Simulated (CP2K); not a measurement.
Band structure of NiGePd (P4/nmm, 6 atoms in the cell).

```
CELL_PARAMETERS angstrom
      3.66721     0.00000     0.00000
      0.00000     3.66721     0.00000
      0.00000     0.00000     6.31577
ATOMIC_POSITIONS crystal
  Ni 0.50000 0.50000 0.00000
  Ni 0.00000 0.00000 0.00000
  Ge 0.50000 0.00000 0.24401
  Ge 0.00000 0.50000 0.75599
  Pd 0.50000 0.00000 0.63975
  Pd 0.00000 0.50000 0.36025
```

Method of the run: PBEsol, GPW, DZVP-MOLOPT-SR-GTH basis, GTH-PBE potentials (GTH_POTENTIALS) (CP2K).

Settings: CUTOFF = 600 Ry; REL_CUTOFF = 50 Ry; SMEAR/METHOD = GAUSSIAN; SIGMA = 0.1 eV; KPOINTS/SCHEME = MONKHORST-PACK 6 6 4; GAMMA_CENTERED = T; XC_FUNCTIONAL = PBE:PBESOL; Ni/BASIS_SET = DZVP-MOLOPT-SR-GTH-q18; Ni/POTENTIAL = GTH-PBE-q18; Ge/BASIS_SET = DZVP-MOLOPT-SR-GTH-q4; Ge/POTENTIAL = GTH-PBE-q4; Pd/BASIS_SET = DZVP-MOLOPT-SR-GTH-q18; Pd/POTENTIAL = GTH-PBE-q18; METHOD = GPW.

The starting cell comes from a database of computed structures (which also holds hypothetical and non-ambient phases and stackings), without a prior relaxation at this level. Its lattice was rescaled by a random factor within 2.5 % of one. Spin polarisation is off. Values carry the incompleteness of an atom-centred basis. The potentials were made for another functional than the one used.

Levels in eV from the Fermi level, bands 37 to 42:
```tsv
point	37	38	39	40	41	42
Γ	-1.49	-1.04	-0.52	-0.42	-0.42	3.74
X	-1.79	-1.79	-1.19	-1.19	0.30	0.30
M	-1.40	-1.40	-0.31	-0.31	0.45	0.45
Z	-1.34	-1.04	-0.52	1.30	1.30	1.88
R	-1.65	-1.65	-1.57	-1.57	1.84	1.84
A	-1.39	-1.39	-1.30	-1.30	0.32	0.32
```

Bands cross the Fermi level along this path, so the cell is metallic at this level.

Higher empty bands are left out: an atom-centred basis made for the valence describes them poorly.
